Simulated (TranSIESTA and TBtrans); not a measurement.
Device: In chain with one C atom inserted. Leads: straight In chain, spacing 2.9 Å. Geometry: 3 atoms about the centre moved by SIESTA (PBE, DZP) to a largest force of 0.04 eV/Å, all others as built, motion along the axis alone. Transport runs along z; the first 4 and the last 4 of the 15 atoms are the lead cells, repeated to infinity.

```xyz
15
Lattice="9.000 0.000 0.000 0.000 9.000 0.000 0.000 0.000 41.900" Properties=species:S:1:pos:R:3 pbc="F F T"
In     4.500     4.500     0.000
In     4.500     4.500     2.900
In     4.500     4.500     5.800
In     4.500     4.500     8.700
In     4.500     4.500    11.600
In     4.500     4.500    14.500
In     4.500     4.500    17.473
C      4.500     4.500    19.501
In     4.500     4.500    21.527
In     4.500     4.500    24.500
In     4.500     4.500    27.400
In     4.500     4.500    30.300
In     4.500     4.500    33.200
In     4.500     4.500    36.100
In     4.500     4.500    39.000
```

Run with TranSIESTA and TBtrans (open boundaries, self-consistent; PseudoDojo norm-conserving potentials, scalar-relativistic): PAO.BasisSize DZP, PAO.EnergyShift 0.15 eV, XC.Authors PBE, Mesh.Cutoff 200 Ry, ElectronicTemperature 300 K, TS.Voltage 0.0 eV, TBT.Elecs.Eta 0.001 eV, no spin polarisation.

Energies count from the leads' Fermi level. Transmissions are for one spin of a degenerate pair. The energy step is 0.01 eV; narrower resonances are cut or missed.

| E (eV) | T |
|---|---|
| -0.20 | 0.670 |
| -0.15 | 0.946 |
| -0.10 | 1.20 |
| -0.05 | 1.28 |
| 0.00 | 1.28 |
| 0.05 | 1.26 |
| 0.10 | 1.23 |
| 0.15 | 1.19 |
| 0.20 | 1.16 |

Question: Give the zero-bias conductance in μS and the resistance at 300 K.

Answer: At the Fermi level T = 1.28. Averaged with −∂f/∂E over the full grid (kT = 25.9 meV) it is 1.27. With G0 = 2e²/h = 77.48 μS, G = 98.4 μS and R = 1/G = 10.2 kΩ.

Question: The eigenchannels at the Fermi level transmit 0.655, 0.315, 0.315. What Fano factor of the shot noise follows at low temperature and bias?

Answer: F = Σ τ(1 − τ)/Σ τ = 0.658/1.28 = 0.51.

The straight chain is held at its spacing; free chains may zigzag or dimerise. No spin-polarised start was tried, so a magnetic state, if there is one, is missed.
